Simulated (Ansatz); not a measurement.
Take GaN in the wurtzite structure (space group P6_3mc, No. 186; a = 3.1826 Å, c = 5.1853 Å) as the base.

It is then changed as follows: P takes the place of N on all its sites, then cell and atoms are relaxed.

Levels (all Ansatz, an electronic-structure program, PAW): PBEsol (420 eV, scalar-relativistic without spin-orbit coupling); r2SCAN (500 eV, scalar-relativistic without spin-orbit coupling); HSE06 (420 eV, scalar-relativistic without spin-orbit coupling).

At the geometry relaxed with PBEsol, these levels gave the following band gaps, in shuffled order: (a) 1.76 eV, (b) 1.29 eV, (c) 2.20 eV.

Question: Match each gap to its level.

Answer: (a) r2SCAN; (b) PBEsol; (c) HSE06.

Single points use the geometry relaxed with PBEsol. Stability against distortions was not tested. For GaP in this form, whether it has been made was not checked. This is not the structure that GaP has at room temperature and ambient pressure.
